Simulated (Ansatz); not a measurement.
The parent structure is TiS₂ in the CdI2 type structure (space group P-3m1, No. 164; a = 3.359 Å, c = 5.520 Å; layered, stacked along the Cartesian z axis; relaxed with 0.1 eV smearing). Axes: x lies along a and z along c of the hexagonal cell.

The values are results of plane-wave PAW DFT at the PBE-D3(BJ) level (Ansatz, an electronic-structure program, 420 eV), without spin-orbit coupling, earlier PAW set, not measurements.

The change: uniaxial stress, 2 GPa tension along z, with the cell and atoms free to relax against it.

### Question
Estimate the effect on the strain response.

### Answer
The strain response (xx, yy, zz) amounts to (−0.28, −0.28, +6.00) %.

### Question
How does this affect the energy relative to the base?

### Answer
The energy goes up by 7.9 meV/atom.

Beyond what the load breaks, stability against distortions was not tested. The final runs are not spin-polarised.
